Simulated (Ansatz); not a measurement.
Start from Ni in the simple cubic structure (space group Pm-3m, No. 221; a = 2.289 Å; ferromagnetic; a hypothetical phase, not in the database extracts checked).

Computed with PBEsol in Ansatz (plane waves to 420 eV, PAW, no spin-orbit coupling).

Base values:

| Item | Value |
|---|---|
| Largest site moment | 0.53 μB |
| Volume per atom | 12.00 Å³ |
| Magnetic state | ferromagnetic |

Modification: a hydrostatic pressure of 5 GPa.

Q: Predict the new largest site moment, volume per atom and magnetic state.

A: The largest site moment is nearly the same (0.53 μB against 0.50 μB); the volume per atom decreases by 0.34 Å³, from 12.00 Å³ to 11.66 Å³; the magnetic state stays ferromagnetic.

Other magnetic orders, which the real material may have, were not ruled out. Load acts through the strain it causes; cell and atoms are relaxed under it. No phonon test of stability was made. Competing high-pressure phases were not computed.

Ansatz is a first-principles code.
